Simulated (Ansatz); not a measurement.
## Defect calculation: N interstitial in fcc Cu

The numbers are results of PBE, PAW (plane waves to 420 eV; Ansatz, a program for electronic structure), not measurements. Details: 32-site cell; 6×6×6 shifted k-points; start: void with 6Cu nearest; no Hubbard U; energies good to tenths of an eV; the relaxation kept the symmetry of the starting site; relaxed from one start, so a lower configuration may exist.

Neighbours after relaxation, in Å: of the N atom: Cu 1.93, Cu 1.93, Cu 1.93, Cu 1.93, Cu 1.93, Cu 1.93.

Formation energies E_f are those of the neutral cell. Chemical conditions: host crystal and elements as references (Δμ(N) = 0.00 eV; N taken from its element, since no compound that bounds it was computed at this level; only phases computed here count, gases as isolated molecules at 0 K). Reference phases: N: N2 molecule in a box.

The name describes the start; the neighbours show where the added atom ended.

```json
[
 {"charge": "0", "moment (μB)": "not spin-polarised", "point group": "Oh", "largest move off a lattice site (Å)": "0.12", "E_f, host crystal and elements as references (eV)": "2.29"}
]
```

Point groups are those of the whole cell at tolerances of 0.03 and 0.1 Å ("near" where only the looser one holds); none is given for unsettled states.
